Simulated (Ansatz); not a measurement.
## How far PBE-D3(BJ) and r2SCAN+rVV10 part for WSe2, holes 1.0×10^22 cm⁻³

The reference is WSe$_{2}$ (space group P6_3/mmc, No. 194; a = 3.279 Å, c = 12.786 Å; layered, stacked along the Cartesian z axis).

(Cell as relaxed with PBE-D3(BJ).)

Levels (all Ansatz, a first-principles code, PAW): PBE-D3(BJ) (420 eV, spin-orbit coupling left out); r2SCAN+rVV10 (500 eV, no SOC).

Each level relaxes its own structure.

| base | PBE-D3(BJ) | r2SCAN+rVV10 |
|---|---|---|
| volume per atom | 19.84 Å³ | 20.67 Å³ |
| lattice parameter a | 3.279 Å | 3.300 Å |
| band gap | 0.87 eV | 1.12 eV |

The change: holes 1.0×10^22 cm⁻³, on a uniform background at fixed cell.

```json
[
 {"quantity": "shift of the gap caused by the change", "PBE-D3(BJ)": "+0.05 eV", "r2SCAN+rVV10": "+0.04 eV"},
 {"quantity": "Fermi level relative to the doped band's edge (positive inside the band; to 0.05 eV)", "PBE-D3(BJ)": "+0.80 eV", "r2SCAN+rVV10": "+0.90 eV"},
 {"quantity": "gap between the host's bands", "PBE-D3(BJ)": "0.93 eV", "r2SCAN+rVV10": "1.16 eV"}
]
```

PBE-D3(BJ)'s Fermi level from band edge lies 0.10 eV below r2SCAN+rVV10's; PBE-D3(BJ)'s gap between the host's bands lies 0.238 eV below r2SCAN+rVV10's. Neither level is exact; r2SCAN+rVV10 is the comparison here, not a measurement.

Carriers are added with a uniform compensating background; total energy and stress of such cells depend on the potential's zero and are not compared; many-body gap narrowing is missing at this level. Spin-orbit coupling, missing from the scalar runs, can matter with W. Whether these cells are dynamically stable was not tested.
